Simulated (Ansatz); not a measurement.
The reference is Ga₂O₃ in the corundum structure (space group R-3c, No. 167).

```yaml
crystal:
  lattice:
    - [2.50017, 1.44347, 4.48293]
    - [-2.50017, 1.44347, 4.48293]
    - [0.00000, -2.88695, 4.48293]
  atoms:
    - { symbol: Ga, position: [0.64430, 0.64430, 0.64430] }
    - { symbol: Ga, position: [0.14430, 0.14430, 0.14430] }
    - { symbol: Ga, position: [0.35570, 0.35570, 0.35570] }
    - { symbol: Ga, position: [0.85570, 0.85570, 0.85570] }
    - { symbol: O, position: [0.75000, 0.44721, 0.05279] }
    - { symbol: O, position: [0.05279, 0.75000, 0.44721] }
    - { symbol: O, position: [0.25000, 0.55279, 0.94721] }
    - { symbol: O, position: [0.55279, 0.94721, 0.25000] }
    - { symbol: O, position: [0.94721, 0.25000, 0.55279] }
    - { symbol: O, position: [0.44721, 0.05279, 0.75000] }
```

Cartesian axes are those of the cell as printed.

Calculations: PBEsol (Ansatz, an electronic-structure program, PAW, no spin-orbit coupling).

Strains are applied to the cell and any free atomic positions relax.

One change was made to it. Results:

The band gap rises by 0.25 eV (2.70 eV → 2.95 eV); the smallest direct gap grows by 0.21 eV to 3.16 eV.

Name the change that was made.
A. uniaxial strain ε_xx = −0.75 %
B. uniaxial strain ε_xx = −1.50 %
C. uniaxial strain ε_xx = −2.25 %

C, uniaxial strain ε_xx = −2.25 %. For comparison, the band gap in the other runs: uniaxial strain ε_xx = −0.75 % gives 2.79 eV; uniaxial strain ε_xx = −1.50 % gives 2.87 eV.

Stability against distortions was not tested.
